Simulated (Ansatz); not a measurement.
Ansatz (a program for electronic structure) run on Sc₂Al (P3m1, 6 atoms in the cell): self-consistent single point.

Level of theory: PBEsol, default PAW files made with PBE (plane waves; Ansatz).

```
CELL_PARAMETERS angstrom
      4.87793     0.00000     0.00000
     -2.43897     4.22441     0.00000
      0.00000     0.00000     6.14294
ATOMIC_POSITIONS crystal
  Sc 0.00000 0.00000 0.00814
  Sc 0.00000 0.00000 0.50000
  Sc 0.33333 0.66667 0.75000
  Sc 0.66667 0.33333 0.25000
  Al 0.33333 0.66667 0.25000
  Al 0.66667 0.33333 0.75000
```

Reference input (self-consistent single point, DFT, PBEsol, plane waves, default PAW files made with PBE): basis.ecutwfc = 30.9 Ry; kpoints.mp_grid.grid = 8 8 6; hamiltonian.xc = pbesol; hamiltonian.pseudopotentials = {kind: paw} (the program's default PAW files); scf.occupations.method = fermi_dirac; scf.occupations.width = 0.0073 Ry. This run's input differs from it in these lines:

Ansatz 0.2 input:
```diff
@@ -16,3 +16,3 @@
 kpoints:
-  mp_grid: { grid: [8, 8, 6] }
+  mp_grid: { grid: [13, 13, 10] }
 hamiltonian:
@@ -21,3 +21,3 @@
 scf:
-  occupations: { method: fermi_dirac, width: 0.0073 Ry }
+  occupations: { method: methfessel_paxton, width: 0.0735 Ry }
 output:
```

Log, with long lists cut:

```
SCF iter   1: F=—  HF=-9496.744846 eV  |F-HF|=—  |Δ(HF+E_count)|=         —  Δρ=4.53e-3  dr2=2.99e-2  ethr=1.77e-3  ⟨swp⟩=5.4  Hψ=61248  notcnv=0
all-band conjugate gradients solve this SCF's bands
automatic band count: the SCF goes on with 49 bands, as 37 were too few: the levels above may hold too much charge
preconditioner: auto → Kerker (q_TF=auto, 2.337 Å⁻¹)
   [... lines left out ...]
SCF iter   4: F=—  HF=-9496.736531 eV  |F-HF|=—  |Δ(HF+E_count)|=   3.04e-5  S|Δr|=    0.00e0  Δρ=7.32e-5  dr2=9.10e-6  ethr=5.12e-7  ⟨swp⟩=1.1  Hψ=8688  notcnv=0
SCF iter   5: F=—  HF=-9496.736550 eV  |F-HF|=—  |Δ(HF+E_count)|=   1.96e-5  S|Δr|=    0.00e0  Δρ=1.02e-5  dr2=1.50e-7  ethr=1.82e-8  ⟨swp⟩=2.1  Hψ=9982  notcnv=0
SCF iter   6: F=-9496.736550 eV  HF=-9496.736550 eV  |F-HF|=3.95e-9  |Δ(HF+E_count)|=   3.84e-8  S|Δr|=    0.00e0  Δρ=2.71e-6  dr2=8.31e-9  ethr=2.00e-10  ⟨swp⟩=8.0  Hψ=29428  notcnv=0
SCF 1 converged in 6 iterations: F = -9496.736550 eV  dr2 = 8.31e-9
Stability not checked (fill_not_monotonic)
Free energy (F): -9496.736550 eV
Internal energy: -9496.667894 eV  (E = F + TS)
E sigma→0 (E₀):  -9496.719386 eV
Entropy (-TS):   -0.068657 eV (-11.443 meV/atom)
Fermi energy:    9.048369 eV
--- Forces (eV/Å), atoms counted from 1 ---
  atom   1  Sc    -0.00000000     0.00000000    -0.33053519
  atom   2  Sc     0.00000000    -0.00000000     0.12149624
  atom   3  Sc     0.00000000     0.00000000     0.07321693
  atom   4  Sc     0.00000000    -0.00000000     0.07219973
  atom   5  Al    -0.00000000     0.00000000     0.03296701
  atom   6  Al     0.00000000    -0.00000000     0.03065284
--- Stress (GPa, compression-positive) ---
       -1.496953       0.000000       0.000000
        0.000000      -1.496953      -0.000000
        0.000000      -0.000000      -1.836462
  P = ⅓ Tr σ = -1.6101 GPa (-16.101 kbar)
  The stress holds the Pulay correction. Without it, at fixed plane waves, as pw.x and ABINIT print it: P = -1.6332 GPa
```

The run converged in 6 iterations. Against the reference run the free energy goes up by 10.8 meV/atom, the pressure goes from -1.38 to -1.61 GPa and the largest force hardly changes (0.322 to 0.331 eV/Å).

The starting cell comes from a database of computed structures (which also holds hypothetical and non-ambient phases and stackings), without a prior relaxation at this level. Its lattice was rescaled by up to half a per cent. One atom was moved a little off its site on purpose. Ansatz's pressure includes its estimate of the finite-basis (Pulay) stress.

Cost on one core of a shared machine: roughly 90 s.
